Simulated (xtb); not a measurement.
xtb 6.7.1, GFN2-xTB: O=S(=O)(c1ccccc1)c1ccc2ccccc2c1, 31 atoms. The geometry is a generated start, not checked to be a minimum at this level.

```
Item                       Value
-----------------  -------------
run flags                 --grad
method                  GFN2-xTB
--acc                1 (default)
--etemp (K)        300 (default)
basis functions               94
valence electrons             94
```

One run each on 1 thread. Values of broydamp tried: 0.02, 0.05, 0.1, 0.2, 0.4 (default), 0.6, 0.8, 1.

Problem. Predict the course of the SCC iterations along this series.

Solution. Fewest SCC iterations, within one of each other: 0.2 with 13, 0.4 (default) with 13, 0.6 with 13, 0.8 with 14. The count rises to 20 at 0.02. All converge to one solution.

```csv
broydamp,SCC iterations,end
0.02,20,same solution
0.05,18,same solution
0.1,16,same solution
0.2,13,same solution
0.4 (default),13,same solution
0.6,13,same solution
0.8,14,same solution
1,15,same solution
```
